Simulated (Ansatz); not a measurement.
**How the band gap of CsSnI₃ (P4/mbm, No. 127, 10 atoms in the cell; start COD 4117958; high-temperature phase) moves with the method**

No measured value is used here.

| level (code) | value (eV) | cell (Å³/atom) |
|---|---|---|
| LDA (Ansatz) | 0.14 | 43.01 |
| PBEsol (Ansatz) | 0.27 | 47.05 |
| r²SCAN+rVV10 (Ansatz) | … | 45.96 |
| HSE06 (Ansatz) | 0.64 | 47.05 |
| r²SCAN0 (Ansatz) | 1.27 | 47.05 |

Task: Some entries are withheld; supply them.

Result: 
- r²SCAN+rVV10 (Ansatz, a first-principles code), value (eV): 0.47

Computed values are for a static lattice. Spin–orbit coupling is included only where a level's name says +SOC; with heavier elements it mostly lowers gaps and can invert bands.  Values are at the measured cell; LDA at the level's own equilibrium cell; r²SCAN+rVV10 at the level's own equilibrium cell. Cutoffs and k meshes differ between the levels. Ansatz's density-functional and Hartree–Fock values are scalar-relativistic unless marked +SOC, with PAW data made under PBE.
